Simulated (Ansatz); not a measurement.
Take BAs in the rock salt structure (space group Fm-3m, No. 225; a = 4.6143 Å; a hypothetical phase, not in the database extracts checked; relaxed with 0.1 eV smearing) as the base. Axes: x, y, z lie along the cube axes.

(Cell as relaxed with PBE.)

Levels (all Ansatz, a quantum-chemistry and plane-wave program, PAW): PBE (420 eV, scalar-relativistic without spin-orbit coupling); PBEsol (420 eV, no spin-orbit coupling).

Each level relaxes its own structure.

```
base                      PBE    PBEsol
-------------------  --------  --------
volume per atom      12.28 Å³  11.92 Å³
lattice parameter a   4.614 Å   4.569 Å
band gap                 zero      zero
```

Modification: tensile biaxial strain of 0.68 % in the plane normal to [001], as in epitaxy on a mismatched substrate; the out-of-plane cell vector and the atoms relax.

```tsv
quantity	PBE	PBEsol
band gap	zero	zero
energy relative to the base (free energy F)	+0.8 meV/atom	+0.8 meV/atom
shortest interatomic distance	2.295 Å	2.272 Å
pressure (mean of the normal stresses, compression positive)	-1.0 GPa	-1.1 GPa
```

PBE's shortest interatomic distance lies 0.023 Å above PBEsol's (1.0 %); the two agree on the band gap and energy relative to the base. Neither level is exact; PBEsol is the comparison here, not a measurement.

Stability against distortions was not tested. The final runs are not spin-polarised.
